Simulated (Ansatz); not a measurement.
**Effect of isotropic strain −1.20 % on SiC**

The parent structure is SiC in the wurtzite structure (space group P6_3mc, No. 186; a = 3.092 Å, c = 5.074 Å).

The change: the cell is scaled by 0.9880 in all directions, atoms relaxed at fixed cell.

Computed with PBE in Ansatz (plane waves to 420 eV, PAW, scalar-relativistic without spin-orbit coupling). Γ-centred 12×12×7 mesh, Fermi–Dirac width 0.05 eV.

```csv
quantity,base,changed,shift
volume per atom,10.50 Å³,10.13 Å³,-0.37 Å³
space group,P6_3mc (No. 186),P6_3mc (No. 186),–
shortest interatomic distance,1.893 Å,1.870 Å,-0.023 Å
energy relative to the base (free energy F),0 meV/atom,+9.4 meV/atom,+9.4 meV/atom
"pressure (mean of the normal stresses, compression positive)",0.0 kbar,83.0 kbar,+83.0 kbar
band gap,2.31 eV,2.24 eV,-0.07 eV
gap character,"indirect, Γ → K","indirect, Γ → K",–
smallest direct gap,3.94 eV,4.02 eV,+0.071 eV
mean gap deformation potential ΔEg/Δln V,–,+1.8 eV,–
width of the top valence band,3.84 eV,3.95 eV,+0.104 eV
electron mass,"0.27 mₑ along c, 0.44 mₑ across (at K)","0.26 mₑ along c, 0.43 mₑ across (at K)",–
"valence-band top at Γ (three highest levels, from the VBM)","0.00, 0.00, -0.11 eV","0.00, 0.00, -0.11 eV",–
```

Effective masses come from finite differences of ±0.01 Å⁻¹. Whether these cells are dynamically stable was not tested.

Ansatz is a first-principles code.
